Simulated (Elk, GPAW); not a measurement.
An Elk input for a self-consistent single point of YbGe2Ru2 (I4/mmm, 5 atoms in the cell) (DFT, LDA (PW92), all-electron FP-LAPW, Elk's shipped species files, default APW+lo basis):

```
tasks
  0

stype
  0

swidth
  0.00367493

maxscl
  100

scale
  10.76036549

avec
   -0.3680476644    0.3680476644    0.8538628892
    0.3680476644   -0.3680476644    0.8538628892
    0.3680476644    0.3680476644   -0.8538628892

atoms
  3
  'Yb.in'
  1
  0.0000000000  0.0000000000  0.0000000000    0.0 0.0 0.0
  'Ge.in'
  2
  0.6311300000  0.6311300000  0.0000000000    0.0 0.0 0.0
  0.3688700000  0.3688700000  0.0000000000    0.0 0.0 0.0
  'Ru.in'
  2
  0.2500000000  0.7500000000  0.5000000000    0.0 0.0 0.0
  0.7500000000  0.2500000000  0.5000000000    0.0 0.0 0.0

ngridk
  6 6 6
```

**Question.** Translate this input to GPAW.

**Answer.** This is the input that was run; spellings and numerical settings could be chosen otherwise.

```python
from ase import Atoms
from ase.units import GPa
from gpaw import GPAW, PW

atoms = Atoms(['Yb', 'Ge', 'Ge', 'Ru', 'Ru'],
              cell=[[-2.095715, 2.095715, 4.862015],
                    [2.095715, -2.095715, 4.862015],
                    [2.095715, 2.095715, -4.862015]],
              positions=[[0.000000, 0.000000, 0.000000],
                         [-0.000000, 0.000000, 6.137127],
                         [-0.000000, 0.000000, 3.586903],
                         [2.095715, 0.000000, 2.431008],
                         [0.000000, 2.095715, 2.431008]],
              pbc=True)

calc = GPAW(mode=PW(800),
            xc='LDA',
            kpts={'size': (6, 6, 6), 'gamma': True},
            occupations={'name': 'methfessel-paxton', 'width': 0.1, 'order': 0},
            nbands=-13,
            convergence={'forces': 0.001},
            symmetry={'symmorphic': False, 'tolerance': 0.0005},
            maxiter=120,
            txt='-')

atoms.calc = calc

energy = atoms.get_potential_energy()
print('Energy (eV):', round(energy, 6))
forces = atoms.get_forces()
print('Forces (eV/Ang):')
print(forces.round(5))
stress = atoms.get_stress()
print('Stress (GPa, Voigt):', (stress / GPa).round(4))
```

Basis, cutoffs, solver keys and any potentials are the target program's own. This input uses DFT LDA (Perdew-Wang 92), plane waves, GPAW PAW datasets LDA (gpaw-data 1.0.1). LDA parametrisations can differ slightly between programs.

The starting cell comes from a database of computed structures (which also holds hypothetical and non-ambient phases and stackings), without a prior relaxation at this level. For this run, on top of that: lattice scaled by 0.98.
